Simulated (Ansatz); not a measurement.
# Hypothetical diamond Mo: pressure series

Start from Mo in the diamond structure (space group Fd-3m, No. 227; a = 5.687 Å; a hypothetical phase, not in the database extracts checked).

Cell and atoms are relaxed at each pressure.

The values are results of PBE (Ansatz, a program for electronic structure), no spin-orbit coupling, not measurements.

Notes on the quantities. enthalpy: H = E + PV relative to the base's energy.

| change | lattice parameter a | enthalpy |
|---|---|---|
| base | 5.687 Å | – |
| pressure −2 GPa | 5.725 Å | -0.29 eV/atom |
| pressure −1 GPa | 5.706 Å | -0.14 eV/atom |
| pressure 0.3 GPa | 5.682 Å | +0.04 eV/atom |
| pressure 0.7 GPa | 5.675 Å | +0.10 eV/atom |
| pressure 1.5 GPa | 5.662 Å | +0.21 eV/atom |
| pressure 3 GPa | 5.637 Å | +0.42 eV/atom |
| pressure 5 GPa | 5.607 Å | +0.70 eV/atom |
| pressure 7.5 GPa | 5.571 Å | +1.04 eV/atom |
| pressure 10 GPa | 5.538 Å | +1.38 eV/atom |

Load acts through the strain it causes; cell and atoms are relaxed under it. Stability against distortions was not tested. Competing high-pressure phases were not computed. The final runs are not spin-polarised.
